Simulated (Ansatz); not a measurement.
Worked calculations on one periodic cell of amorphous Ge$_{24}$N$_{32}$: Ge24N32, 56 atoms, volume 734.9 Å³, made by a melt-quench on the CHGNet potential and relaxed with DFT. N atoms were pushed apart under 1.9 Å during the dynamics, to hinder bonds among them. It is a model cell: composition and starting density were chosen by hand, and all elements were melted together. Computed with PBE, scalar-relativistic without spin-orbit coupling (plane waves to 420 eV, PAW; Ansatz, a quantum-chemistry and plane-wave program). Sampling: a 2×2×2 Γ-centred mesh; Fermi-Dirac width 0.02 eV; no spin polarisation. Its volume was relaxed, its shape was held as a cube, and it stands at a mean pressure of -0.1 GPa with stress components up to 5.0 GPa; the relaxation ran on the zone centre alone. Its density went from a set 4.56 to 4.95 g/cm³. The cell is small and was quenched far faster than a real film, so it is one sample of the glass.

Count formal charges (Ge +4, N -3). What does the count lead one to expect at the Fermi level, and what does the calculation give?

24 × (+4) + 32 × (-3) = 0. The charges balance, so the anion-derived valence states can be full and a gap can open. On this mesh the highest filled and lowest empty level lie 0.45 eV apart, the PBE gap of this cell.

The cell was scaled and its atoms relaxed again at each volume (the zone centre alone): 734.9 Å³, 0.01 GPa; 756.9 Å³, -2.44 GPa; 778.9 Å³, -4.32 GPa.

Estimate the bulk modulus over this range from B = −dP/d ln V.

Between the ends: −(-4.32 − 0.01) / ln(778.9/734.9) = 74 GPa, a mean over the range at 0 K with the atoms relaxed.
